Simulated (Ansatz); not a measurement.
Start from Al$_{2}$Pt (space group Fm-3m, No. 225; a = 5.897 Å; relaxed with 0.1 eV smearing). Axes: x, y, z lie along the cube axes.

The values are results of plane-wave PAW DFT at the PBEsol level (Ansatz, a program for electronic structure, 420 eV), no SOC, not measurements.

Perturbation: every lattice vector is stretched by 1.50 %; the atoms relax in the strained cell.

Q: Predict the stress tensor and what it implies for the stiffness.

A: Stress of the strained cell less that of the base (GPa, compression positive):
```
   -5.6     0.0     0.0
    0.0    -5.6     0.0
    0.0     0.0    -5.6
```

Then B = −ΔP/(ΔV/V₀) with ΔV/V₀ = 0.0457 gives secant stiffness values (nonlinear terms included at this strain): B ≈ 123 GPa.

As a check, the harmonic strain energy −½ V₀ Δσ:ε is 13 meV/atom; the computed energy rise is 14 meV/atom.

Stability against distortions was not tested. All final runs are without spin polarisation.
